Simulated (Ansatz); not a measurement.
System: C11b WSi2. Method: r²SCAN in Ansatz (plane waves, PAW).

Total energies, extrapolated to zero smearing (they compare only within this program, potentials and cutoff):

```json
[
 {"system": "C11b WSi2, relaxed", "energy (eV/atom)": "-3892.1234"},
 {"system": "diamond-structure Si", "energy (eV/atom)": "-639.0669"},
 {"system": "bcc W", "energy (eV/atom)": "-10397.3022"}
]
```

### Question
Work out the enthalpy of formation per atom.

### Answer
ΔH_f ≈ ΔE = -3892.1234 − [2 × (-639.0669) + 1 × (-10397.3022)]/3 = -0.311 eV/atom (0 K, no vibrations). The reference value is -0.283 ± 0.02 eV/atom (measured, 298 K, copied from a table, unchecked, not corrected to a static lattice; as tabulated in Wang et al. (2021), doi:10.1038/s41598-021-94550-5), a difference of -0.028 eV/atom.

Spin–orbit coupling, which matters for such heavy atoms, is left out.

The PAW data were made under PBE.

Ansatz is a first-principles code.
